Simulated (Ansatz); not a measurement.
What isotropic strain −2.50 % does to Sc

Base system: Sc in the hcp (Mg type) structure (space group P6_3/mmc, No. 194; a = 3.3179 Å, c = 5.1860 Å; relaxed with 0.1 eV smearing).

Modification: every lattice vector is shortened by 2.50 %; the atoms relax in the strained cell.

The values are results of plane-wave PAW DFT at the PBE level (Ansatz, an electronic-structure program, 420 eV), spin-orbit coupling left out, not measurements. Γ-centred 20×20×11 mesh, Fermi–Dirac width 0.1 eV.

```csv
quantity,base,changed,shift
volume per atom,24.72 Å³,22.91 Å³,-1.81 Å³
space group,P6_3/mmc (No. 194),P6_3/mmc (No. 194),–
energy relative to the base (free energy F),0 meV/atom,+25 meV/atom,+25 meV/atom
band gap,zero,zero,–
```

Final structure:

```
CELL_PARAMETERS angstrom
      3.23500     0.00000     0.00000
     -1.61750     2.80159     0.00000
      0.00000     0.00000     5.05635
ATOMIC_POSITIONS crystal
  Sc 0.66667 0.33333 0.75000
  Sc 0.33333 0.66667 0.25000
```

Whether these cells are dynamically stable was not tested. All final runs are without spin polarisation.
